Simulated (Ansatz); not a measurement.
# Cs2NaScCl6: Cl → I

Base system: Cs2NaScCl6 (space group Fm-3m, No. 225; a = 10.418 Å; a cell from a computed database, its experimental status unchecked).

Now apply this change: full substitution Cl → I, then cell and atoms are relaxed.

Method: Ansatz (a quantum-chemistry and plane-wave program) PBEsol, spin-orbit coupling left out. Settings: 5×5×5 k-points, 0.05 eV Fermi–Dirac smearing, for the changed cell.

| quantity | base | changed | shift |
|---|---|---|---|
| volume per atom | 28.27 Å³ | 41.55 Å³ | +13.28 Å³ |
| density | 3.21 g/cm³ | 4.38 g/cm³ | +1.17 g/cm³ |
| lattice parameter a | 10.418 Å | 11.845 Å | +1.427 Å |
| space group | Fm-3m (No. 225) | Fm-3m (No. 225) | – |
| shortest interatomic distance | 2.471 Å | 2.848 Å | +0.377 Å |
| band gap | 3.97 eV | 2.22 eV | -1.75 eV |
| gap character | indirect, Γ → X | indirect, Γ → X | – |
| smallest direct gap | 3.97 eV | 2.24 eV | -1.737 eV |

Cost of the whole job for the changed cell (relaxation, final SCF and bands): about 6 core-minutes (a rough figure).

Spin-orbit coupling, missing from the scalar runs, can matter with I. Stability against distortions was not tested. For Cs2NaScI6 in this form, whether it has been made was not checked. All final runs are without spin polarisation.
